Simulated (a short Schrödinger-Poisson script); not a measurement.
## Symmetric double-gate stack, Si3N4 on p-type Si(100)

System: symmetric double-gate stack, Si3N4 on p-type Si(100), at 300 K.

```csv
layer,material,thickness (nm),Na (cm⁻³)
1,Si3N4,4.1,-
2,Si,8,9e15
3,Si3N4,4.1,-
```

The device is made up for the run: typed textbook-type constants, with dimensions and the other settings drawn at random. Si3N4: permittivity 7.5, conduction-band edge (eV) 1.95, gap (eV) 5.1, electron mass (mₑ) 0.5. Si: permittivity 11.7, conduction-band edge (eV) 0, gap (eV) 1.124, Nv at 300 K (cm⁻³) 3.1e19.

Channel valleys (confinement mass, in-plane density-of-states mass, number): Δ2 0.916, 0.19, 2; Δ4 0.19, 0.417, 4. At the gates, both at one voltage, the conduction-band edge of layer 1 lies 2.27 eV − eVg above the Fermi level of the channel. Gaps are held at their typed values at every temperature. Mesh 0.03 nm at interfaces.

From a short Schrödinger-Poisson script (our own, NumPy): 1D Poisson equation in equilibrium, electrons quantum, Hartree (BenDaniel-Duke, 12 states a valley, the channel's in-plane mass for all, wave functions free to enter the dielectric), parabolic valleys, classical holes, full ionisation, no traps, pinning or gate leakage.

```
Vg (V)  electrons (cm⁻²)  C (μF/cm²)  Δ2 E0 (meV)  Δ2 E1 (meV)  Δ4 E0 (meV)  Δ4 E1 (meV)
------  ----------------  ----------  -----------  -----------  -----------  -----------
-0.1              1.12e6     < 0.003        426.5        444.8        444.7        517.7
0                 5.34e7     < 0.003        326.5        344.8        344.7        417.7
0.1               2.54e9      0.0160        226.7        244.9        244.9        317.9
0.2              9.60e10       0.485        132.9        150.8        151.0        223.6
0.3              7.95e11        1.65         78.6         94.2         96.4        166.3
0.4              1.99e12        2.10         55.2         67.4         73.0        138.7
0.5              3.36e12        2.29         41.5         50.5         59.9        121.3
0.6              4.83e12        2.41         31.5         38.0         51.1        108.6
0.7              6.37e12        2.49         23.2         27.9         44.6         98.6
0.8              7.94e12        2.55         15.9         19.3         39.6         90.4
0.9              9.55e12        2.60          9.4         11.8         35.5         83.5
1                1.12e13        2.64          3.3          5.1         32.1         77.5
1.1              1.28e13        2.68         -2.3         -0.9         29.1         72.2
1.2              1.45e13        2.70         -7.5         -6.5         26.4         67.4
1.3              1.62e13        2.73        -12.5        -11.7         24.0         63.1
1.4              1.79e13        2.75        -17.2        -16.6         21.8         59.1
1.5              1.96e13        2.76        -21.7        -21.2         19.8         55.4
1.6              2.14e13        2.78        -26.0        -25.7         17.9         51.9
1.7              2.31e13        2.79        -30.2        -29.9         16.1         48.7
1.8              2.49e13        2.81        -34.2        -33.9         14.4         45.6
```

Gate voltages with under 1e6 electrons/cm² are left out.

Subbands count from the Fermi level. The capacitance is that of both gates.
